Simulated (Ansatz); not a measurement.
Start from MoTe$_{2}$ (space group P6_3/mmc, No. 194; a = 3.497 Å, c = 13.696 Å; layered, stacked along the Cartesian z axis).

Level of theory: Ansatz (a first-principles code), PBE-D3(BJ), PAW, cutoff 420 eV, spin-orbit coupling left out.

```json
[
 {"level": "PBE-D3(BJ)", "band gap": "0.60 eV", "lattice parameter a": "3.497 Å", "lattice parameter c": "13.696 Å"}
]
```

Task: From these computed values, estimate the measured ones, and say how each level misses.

Result: Measured: band gap 1.06 eV (0 K or low temperature; as listed in Desman Perdamaian Gulo et al., Physical Review Materials (2023)); lattice parameter a 3.518 Å (room temperature; as listed in arXiv:1605.07067); lattice parameter c 13.974 Å (room temperature; as listed in arXiv:1605.07067). Computed minus measured — band gap: PBE-D3(BJ) -0.46 eV; lattice parameter a: PBE-D3(BJ) -0.6 %; lattice parameter c: PBE-D3(BJ) -2.0 %. Measured values not marked as corrected hold thermal and zero-point effects that the static-lattice runs lack. A measured gap can be an optical one, lowered by exciton binding. Levels without spin-orbit coupling miss its effect on the gap.

With Te present, leaving out spin-orbit coupling can change the band edges. Whether these cells are dynamically stable was not tested. The D3 term's C6 switches between coordination references near this geometry, which can add small steps to energies.
